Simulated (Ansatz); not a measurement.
Sr3P2 (model structure, started from the A-La2O3 type, P-3m1, No. 164, 5 atoms in the cell) was calculated with G0W0@PBEsol+SOC in Ansatz (hard PAW, contour deformation, complete-basis limit, spin–orbit shift from PBEsol).

Run with largest k mesh 6×6×4 (not extrapolated in the mesh).

Cell (relaxed with PBEsol):

```xyz
5
Lattice="5.0401 0.0000 0.0000 -2.5201 4.3649 0.0000 0.0000 0.0000 6.7563" Properties=species:S:1:pos:R:3 pbc="T T T"
P      0.0000     2.9099     1.4741
P      2.5201     1.4550     5.2822
Sr     0.0000     0.0000     0.0000
Sr     0.0000     2.9099     4.5915
Sr     2.5201     1.4550     2.1648
```

**Question.** Estimate the band gap that the calculation returns.

**Answer.** 
band gap: 1.56 eV

Note: spin–orbit coupling enters as the shift of the gap found with a semilocal functional; the relaxation could raise the start's symmetry but not lower it, so the cell can be a saddle point.

Computed values are for the static lattice.

A model structure was made by putting elements into a prototype or built by hand; it is no filed structure, need not be a known phase, and can be a saddle point held by its symmetry.

Ansatz is an electronic-structure program.
